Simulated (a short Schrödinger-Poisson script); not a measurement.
Stack: MOS inversion layer, HfO2 on p-type Si(100), at 300 K.

From the gate side: 8.7 nm HfO2; 310 nm Si, acceptors 1.9e18 cm⁻³.

Constants are typed, rounded textbook-type inputs, not results; the design itself was drawn at random and stands for no fabricated device. HfO2: permittivity 22, conduction-band edge (eV) 1.55, gap (eV) 5.7, electron mass (mₑ) 0.2. Si: permittivity 11.7, conduction-band edge (eV) 0, gap (eV) 1.124, Nv at 300 K (cm⁻³) 3.1e19.

Channel valleys (confinement mass, in-plane density-of-states mass, number): Δ2 0.916, 0.19, 2; Δ4 0.19, 0.417, 4. At the gate the conduction-band edge of layer 1 lies 1.63 eV − eVg above the Fermi level of the channel; the field vanishes at the back. Gaps are held at their typed values at every temperature. Mesh 0.03 nm at interfaces.

Solved with a short Schrödinger-Poisson script written for these runs: 1D Poisson equation in equilibrium, electrons quantum, Hartree (BenDaniel-Duke, 12 states a valley, the channel's in-plane mass for all, wave functions ending at the dielectric), parabolic valleys, classical holes, full ionisation, no traps, pinning or gate leakage.

| Vg (V) | electrons (cm⁻²) | C (μF/cm²) | Δ2 E0 (meV from the Fermi level) | Δ4 E0 (meV from the Fermi level) |
|---|---|---|---|---|
| 0.35 | 1.07e9 | 0.349 | 216.6 | 310.1 |
| 0.4 | 4.99e9 | 0.358 | 176.7 | 271.7 |
| 0.45 | 2.26e10 | 0.419 | 137.5 | 234.0 |
| 0.5 | 8.95e10 | 0.622 | 101.5 | 199.6 |
| 0.55 | 2.64e11 | 0.950 | 72.9 | 172.5 |
| 0.6 | 5.60e11 | 1.22 | 52.6 | 153.9 |
| 0.65 | 9.39e11 | 1.39 | 38.0 | 141.0 |
| 0.7 | 1.37e12 | 1.50 | 26.9 | 131.6 |
| 0.75 | 1.83e12 | 1.57 | 18.0 | 124.4 |
| 0.8 | 2.32e12 | 1.61 | 10.4 | 118.5 |
| 0.85 | 2.82e12 | 1.65 | 3.8 | 113.6 |
| 0.9 | 3.33e12 | 1.68 | -2.2 | 109.3 |
| 0.95 | 3.85e12 | 1.70 | -7.6 | 105.6 |
| 1 | 4.37e12 | 1.71 | -12.6 | 102.2 |
| 1.05 | 4.90e12 | 1.73 | -17.4 | 99.1 |
| 1.1 | 5.44e12 | 1.74 | -21.8 | 96.3 |
| 1.15 | 5.98e12 | 1.75 | -26.1 | 93.6 |

Gate voltages with under 1e9 electrons/cm² are left out.

### Question
At Vg = 1.15 V the lowest Δ2 subband lies at -26.1 meV from the Fermi level. How many electrons does it hold, and what share of all?

### Answer
The two-dimensional density of states is g m/(πħ²) = 1.59e11 cm⁻² meV⁻¹ (both spins), kT = 25.9 meV, so n = D kT ln(1 + exp(−E/kT)) = 5.42e12 cm⁻², 0.91 of the 5.98e12 cm⁻² in all.

### Question
Compare the slope of the sheet density between 1.05 and 1.15 V with the geometric capacitance of the layers between gate and channel.

### Answer
q Δn/ΔV = 1.73 μF/cm²; ε0/Σ(t/ε) = 2.24 μF/cm². The ratio is 0.77: the channel acts as a further capacitance in series.
